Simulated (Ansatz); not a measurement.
Ansatz (a program for electronic structure) run on Cs₂TlInCl₆ (P1, 10 atoms in the cell): self-consistent single point.

Method of the run: PBEsol, default PAW files made with PBE (plane waves; Ansatz).

```
CELL_PARAMETERS angstrom
      0.00000     5.62816     5.62816
      5.62816     0.00000     5.62816
      5.62816     5.62816     0.00000
ATOMIC_POSITIONS crystal
  Cs 0.74796 0.74815 0.77031
  Cs 0.24990 0.23507 0.24412
  Tl 0.50926 0.50877 0.48673
  In 0.98808 0.00585 0.00650
  Cl 0.78099 0.22888 0.21743
  Cl 0.21936 0.76253 0.77664
  Cl 0.22690 0.75833 0.23513
  Cl 0.77894 0.21974 0.77868
  Cl 0.22305 0.24466 0.76073
  Cl 0.77556 0.78802 0.22372
```

Reference input (self-consistent single point, DFT, HSE06, plane waves, default PAW files made with PBE): basis.ecutwfc = 420 eV; kpoints.mp_grid.grid = 2 2 2; hamiltonian.xc = hse06; hamiltonian.pseudopotentials = {kind: paw} (the program's default PAW files); scf.occupations.method = fermi_dirac; scf.occupations.width = 0.02 eV. This run's input differs from it in these lines:

Ansatz 0.2 input:
```diff
@@ -22,3 +22,3 @@
 hamiltonian:
-  xc: hse06
+  xc: pbesol
   pseudopotentials:
```

Output, abridged:

```
SCF iter   1: F=—  HF=-34372.044683 eV  |F-HF|=—  |Δ(HF+E_count)|=         —  Δρ=3.19e-3  dr2=5.64e-2  ethr=1.77e-3  ⟨swp⟩=9.8  Hψ=2164  notcnv=0  defer=6
all-band conjugate gradients solve this SCF's bands
preconditioner: auto → Resta (q_TF=auto, 2.153 Å⁻¹)
SCF iter   2: F=—  HF=-34372.028387 eV  |F-HF|=—  |Δ(HF+E_count)|=   1.63e-2  Δρ=1.09e-3  dr2=5.32e-3  ethr=6.56e-5  ⟨swp⟩=3.0  Hψ=673  notcnv=0  defer=45
SCF iter   3: F=—  HF=-34372.027345 eV  |F-HF|=—  |Δ(HF+E_count)|=   1.04e-3  Δρ=3.24e-4  dr2=2.92e-4  ethr=6.18e-6  ⟨swp⟩=2.0  Hψ=703  notcnv=0  defer=45
SCF iter   4: F=—  HF=-34372.027451 eV  |F-HF|=—  |Δ(HF+E_count)|=   1.06e-4  Δρ=5.96e-5  dr2=1.76e-5  ethr=3.40e-7  ⟨swp⟩=2.0  Hψ=710  notcnv=0  defer=45
SCF iter   5: F=—  HF=-34372.027379 eV  |F-HF|=—  |Δ(HF+E_count)|=   7.18e-5  Δρ=1.85e-5  dr2=1.10e-6  ethr=2.05e-8  ⟨swp⟩=2.0  Hψ=709  notcnv=0  defer=45
SCF iter   6: F=-34372.027382 eV  HF=-34372.027382 eV  |F-HF|=7.73e-8  |Δ(HF+E_count)|=   2.42e-6  Δρ=3.99e-6  dr2=6.54e-8  ethr=1.16e-10  ⟨swp⟩=15.4  Hψ=2440  notcnv=0
SCF 1 converged in 6 iterations: F = -34372.027382 eV  dr2 = 6.54e-8
Free energy (F): -34372.027382 eV
Internal energy: -34372.027382 eV  (E = F + TS)
E sigma→0 (E₀):  -34372.027382 eV
Fermi energy:    3.429578 eV
--- Forces (eV/Å), atoms counted from 1 ---
  atom   1  Cs    -0.04494559     0.01079826     0.01971615
  atom   2  Cs     0.03313449    -0.00229141     0.02752366
  atom   3  Tl     0.12763889     0.02852263    -0.17870679
  atom   4  In    -0.82522833     0.48944492     0.90572817
  atom   5  Cl     0.43470313     0.08079418     0.07596024
  atom   6  Cl     0.34333703     0.03151311     0.09053240
  atom   7  Cl     0.01979964    -0.37645646     0.16740030
  atom   8  Cl    -0.03055895    -0.41434515     0.01477654
  atom   9  Cl    -0.05490912     0.14804945    -0.44045131
  atom  10  Cl    -0.00292328     0.00394174    -0.68255349
--- Stress (GPa, compression-positive) ---
       -0.995299       0.046738      -0.057280
        0.046738      -1.048452       0.056474
       -0.057280       0.056474      -0.867054
  P = ⅓ Tr σ = -0.9703 GPa (-9.703 kbar)
  The stress holds the Pulay correction. Without it, at fixed plane waves, as pw.x and ABINIT print it: P = -0.9800 GPa
```

The run converged in 6 iterations. Against the reference run the pressure goes from -0.16 to -0.97 GPa, the largest force goes from 1.331 to 1.319 eV/Å and the gap on the mesh goes from 3.469 to 2.433 eV.

The starting cell comes from a database of computed structures (which also holds hypothetical and non-ambient phases and stackings), without a prior relaxation at this level. Its atoms were displaced at random from the sites of space group no. 225. Spin-orbit coupling is off. Forces in this geometry exceed 1 eV/Å. Ansatz's pressure includes its estimate of the finite-basis (Pulay) stress.
